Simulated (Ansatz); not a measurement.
# Element substitutions in Ge

Start from Ge in the diamond structure (space group Fd-3m, No. 227; a = 5.676 Å).

Each row replaces one element on all its sites; cell and atoms are relaxed.

Level of theory: PBEsol, PAW, 420 eV (Ansatz, a quantum-chemistry and plane-wave program; no SOC).

Candidates:
(a) Ge → Cu
(b) Ge → Ga
(c) Ge → C

For the base:

The lattice parameter a comes out as 5.676 Å.

Q: Order them by lattice parameter a, highest first.

A: (b) Ge → Ga (5.758 Å), (a) Ge → Cu (5.231 Å), (c) Ge → C (3.554 Å)

Whether these cells are dynamically stable was not tested. As relaxed here, Cu and Ga are hypothetical phases, not in the database extracts checked. The final runs are not spin-polarised.
